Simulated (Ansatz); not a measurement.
## PdGe: uniaxial stress, 8 GPa tension along x

Start from PdGe (space group Pnma, No. 62; a = 5.778 Å, b = 3.563 Å, c = 6.279 Å). Axes: x, y, z lie along a, b, c of the conventional cell.

Perturbation: uniaxial stress, 8 GPa tension along x, with the cell and atoms free to relax against it.

Method: r2SCAN (Ansatz, a quantum-chemistry and plane-wave program), no spin-orbit coupling, earlier PAW set. Settings: 8×13×8 k-points, 0.05 eV Fermi–Dirac smearing.

Space group: Pnma (No. 62) (base Pnma (No. 62))
Shortest interatomic distance: 2.547 Å (base 2.495 Å)
Energy relative to the base (free energy F): +48 meV/atom
Band gap: zero (base zero)
Strain response (xx, yy, zz): (+11.07, −7.97, −0.48) % (rough)

Without a gap, meshes like the base's 8×13×8 leave anisotropic stresses uncertain by several tenths of a GPa, and small strain energies with them. Beyond what the load breaks, stability against distortions was not tested. All final runs are without spin polarisation.
